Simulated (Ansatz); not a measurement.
The starting structures come from a database of crystals and need not be the phases stable at ambient conditions.

 Where the default PAW files enter, the runs use the earlier of Ansatz's two default sets.

Inside the gap of an insulator the Bloch states are evanescent, with a wavenumber k + iκ along the transport direction.

Consider the following.

```
CELL_PARAMETERS angstrom
      4.50617     0.00000     0.00000
      0.00000     4.50617     0.00000
      0.00000     0.00000     6.15836
ATOMIC_POSITIONS crystal
  Al 0.00000 0.00000 0.00000
  In 0.50000 0.50000 0.50000
  Sb 0.00000 0.50000 0.23337
  Sb 0.50000 0.00000 0.76663
```

Space group of this cell: P-4m2. The cell is strained (lengths along the current scaled by 0.97, ions clamped); by r2SCAN its mean pressure is 1.5 GPa.

Transport runs along the normal of the first two printed cell vectors, the (001) (indices of the unstrained crystal) plane of the conventional cell.

The gap is the functional's own. No spin-orbit coupling. Mid-gap values are interpolated on the energy grid.

**Question.** Estimate the band gap and the smallest decay constant κ at mid-gap that Ansatz (a program for electronic structure) with r2SCAN returns for this system.

**Answer.** Gap 1.15 eV on a 8×8×6 mesh; κ = 0.086 1/Å, at the zone centre.
